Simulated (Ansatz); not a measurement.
Worked example: self-consistent single point of LaZn (P4mm, 2 atoms in the cell) in Ansatz (a program for electronic structure).

Computed with PBEsol, default PAW files made with PBE (plane waves; Ansatz).

The change in words: lattice scaled by 0.98; basis.ecutrho_ratio: default → 10. Reference geometry:
```
CELL_PARAMETERS angstrom
      3.76749     0.00000     0.00000
      0.00000     3.76749     0.00000
      0.00000     0.00000     3.76749
ATOMIC_POSITIONS crystal
  La 0.00000 0.00000 0.01327
  Zn 0.50000 0.50000 0.50000
```

Reference input (self-consistent single point, DFT, PBEsol, plane waves, default PAW files made with PBE): basis.ecutwfc = 420 eV; kpoints.mp_grid.grid = 9 9 9; hamiltonian.xc = pbesol; hamiltonian.pseudopotentials = {kind: paw} (the program's default PAW files); scf.occupations.method = gaussian; scf.occupations.width = 0.1 eV. This run's input differs from it in these lines:

Ansatz 0.2 input:
```diff
@@ -3,10 +3,11 @@
   lattice:
-    - [3.76748900, 0.00000000, 0.00000000]
-    - [0.00000000, 3.76748900, 0.00000000]
-    - [0.00000000, 0.00000000, 3.76748900]
+    - [3.69213900, 0.00000000, 0.00000000]
+    - [0.00000000, 3.69213900, 0.00000000]
+    - [0.00000000, 0.00000000, 3.69213900]
   atoms:
-    - { symbol: La, position_ang: [0.00000000, 0.00000000, 0.04999835] }
-    - { symbol: Zn, position_ang: [1.88374450, 1.88374450, 1.88374450] }
+    - { symbol: La, position_ang: [0.00000000, 0.00000000, 0.04899838] }
+    - { symbol: Zn, position_ang: [1.84606950, 1.84606950, 1.84606950] }
 basis:
   ecutwfc: 420.0
+  ecutrho_ratio: 10
 kpoints:
```

The program printed (abridged):

```
SCF iter   1: F=—  HF=-9442.724542 eV  |F-HF|=—  |Δ(HF+E_count)|=         —  Δρ=3.05e-3  dr2=2.70e-3  ethr=1.77e-3  ⟨swp⟩=4.7  Hψ=5248  notcnv=0
all-band conjugate gradients solve this SCF's bands
preconditioner: auto → none
SCF iter   2: F=—  HF=-9442.723129 eV  |F-HF|=—  |Δ(HF+E_count)|=   1.41e-3  Δρ=1.01e-3  dr2=2.61e-4  ethr=1.17e-5  ⟨swp⟩=2.0  Hψ=2496  notcnv=0
SCF iter   3: F=—  HF=-9442.723018 eV  |F-HF|=—  |Δ(HF+E_count)|=   1.11e-4  Δρ=6.40e-4  dr2=1.20e-4  ethr=1.13e-6  ⟨swp⟩=2.1  Hψ=1684  notcnv=0
SCF iter   4: F=—  HF=-9442.723018 eV  |F-HF|=—  |Δ(HF+E_count)|=   3.38e-8  Δρ=2.38e-4  dr2=1.96e-5  ethr=5.21e-7  ⟨swp⟩=2.4  Hψ=1769  notcnv=0
SCF iter   5: F=—  HF=-9442.723016 eV  |F-HF|=—  |Δ(HF+E_count)|=   1.62e-6  Δρ=7.18e-5  dr2=1.38e-6  ethr=8.54e-8  ⟨swp⟩=3.0  Hψ=2070  notcnv=0
SCF iter   6: F=-9442.723016 eV  HF=-9442.723016 eV  |F-HF|=2.92e-8  |Δ(HF+E_count)|=   4.48e-7  Δρ=1.36e-5  dr2=5.59e-8  ethr=4.35e-10  ⟨swp⟩=4.9  Hψ=5854  notcnv=0
SCF 1 converged in 6 iterations: F = -9442.723016 eV  dr2 = 5.59e-8
Free energy (F): -9442.723016 eV
Internal energy: -9442.707774 eV  (E = F + TS)
E sigma→0 (E₀):  -9442.715395 eV
Entropy (-TS):   -0.015243 eV (-7.621 meV/atom)
Fermi energy:    11.229228 eV
--- Forces (eV/Å), atoms counted from 1 ---
  atom   1  La     0.00000000     0.00000000    -0.11167345
  atom   2  Zn    -0.00000000     0.00000000     0.11165921
--- Stress (GPa, compression-positive) ---
        0.060950       0.000000      -0.000000
        0.000000       0.060950       0.000000
       -0.000000       0.000000       0.055693
  P = ⅓ Tr σ = 0.0592 GPa (0.592 kbar)
  The stress holds the Pulay correction. Without it, at fixed plane waves, as pw.x and ABINIT print it: P = 0.0363 GPa
```

The run converged in 6 iterations. Against the reference run the free energy falls by 14.1 meV/atom, the pressure goes from -2.78 to 0.06 GPa and the largest force goes from 0.088 to 0.112 eV/Å.

The starting cell comes from a database of computed structures (which also holds hypothetical and non-ambient phases and stackings), without a prior relaxation at this level. Its lattice was rescaled by up to half a per cent. One atom was moved a little off its site on purpose. For this run, on top of that: lattice scaled by 0.98. Ansatz's pressure includes its estimate of the finite-basis (Pulay) stress.
